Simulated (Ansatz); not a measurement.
```xyz
3
Lattice="0.0000 3.1624 3.1624 3.1624 0.0000 3.1624 3.1624 3.1624 0.0000" Properties=species:S:1:pos:R:3 pbc="T T T"
Mg     1.5812     1.5812     1.5812
Mg     4.7436     4.7436     4.7436
Si     0.0000     0.0000     0.0000
```

These are HSE06, rigid bands (plane waves, PAW, scalar-relativistic; Ansatz, a program for electronic structure) values and carry that method's errors. Cell: cell and atoms relaxed with PBEsol.

### Question
What conductivity effective mass do dilute electrons have at 300 K?

### Answer
0.27 mₑ.

### Question
What conductivity effective mass do dilute holes have at 300 K?

### Answer
0.37 mₑ.

### Question
And the band gap?

### Answer
0.56 eV at this level.

Rigid bands, one relaxation time for all states, no polarons. Spin-orbit coupling is left out; where it splits the top of the valence band it changes the hole mass and lowers the gap by about a third of the splitting. Geometry: cell and atoms relaxed with PBEsol.
